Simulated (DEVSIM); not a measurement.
System: abrupt Si p-n junction, at 300 K.

Layer 1 from the left is Si, thickness (μm) 49.0, Na (cm⁻³) 1.8e17, τn (s) 5.7e-5, τp (s) 5.7e-5. Layer 2 from the left is Si, thickness (μm) 0.700, Nd (cm⁻³) 5.9e14, τn (s) 5.7e-5, τp (s) 5.7e-5.

Left contact: ohmic. Right contact: ohmic. Voltage is applied to the left contact. Recombination: SRH at mid-gap, radiative. Mobility is constant in doping.

This is a model device: material constants are rounded textbook-type values typed into the input, and sizes, dopings and lifetimes were drawn at random. Values at 300 K.

Si: gap (eV) 1.124, affinity (eV) 4.05, permittivity 11.7, Nc (cm⁻³) 2.86e19, Nv (cm⁻³) 3.1e19, μn (cm²/Vs) 1417, μp (cm²/Vs) 470, B (cm³/s) 4.7e-15.

Model (solved in DEVSIM): 1D drift-diffusion, Boltzmann statistics, complete ionisation; no tunnelling, impact ionisation, image-force lowering or self-heating.

**Question.** What does the simulation give for the largest field in the device at zero bias, the dark forward voltage at 1 A/cm², the dark forward voltage at 100 A/cm²?

**Answer.** largest field in the device at zero bias 25000 V/cm; dark forward voltage at 1 A/cm² 0.463 V; dark forward voltage at 100 A/cm² 0.669 V.
